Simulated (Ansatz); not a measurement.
Surface energy of faces of alpha tin in PBE and in RPBE, in Ansatz (plane waves, PAW). Symmetric slabs relaxed with PBE from ideal cuts in 1x1 cells (the lowest computed cut and spin start of each face; real faces may reconstruct in larger cells); RPBE values are single points on them, with the bulk at the same level. No spin-orbit coupling, no U.

| face | PBE (J/m²) | RPBE (J/m²) |
|---|---|---|
| (100) | 0.89 | 0.79 |
| (110) | 0.76 | 0.68 |
| (111) | 0.64 | 0.57 |
| (210) | 0.58 | 0.49 |
| (211) | 0.65 | 0.56 |
| (221) | 0.54 | 0.46 |
| (310) | 0.55 | ? |
| (311) | 0.58 | 0.52 |
| (331) | 0.58 | 0.50 |

Question: Fit a straight line y = a·x + b by least squares to the 8 complete rows (x: PBE (J/m²); y: RPBE (J/m²)).

Answer: the means are x̄ = 0.6525 and ȳ = 0.5713; Σ(x − x̄)² = 0.096550 and Σ(x − x̄)(y − ȳ) = 0.090975, so a = 0.942 and b = ȳ − a·x̄ = -0.044. The largest residual is 0.017.

Question: What does the line predict for the withheld row, (310), and what did the calculation give?

Answer: the line gives 0.47; the calculation gave 0.48, a miss of 0.01, of the size of the fitted rows' scatter and rounding.

Ansatz is an electronic-structure program.
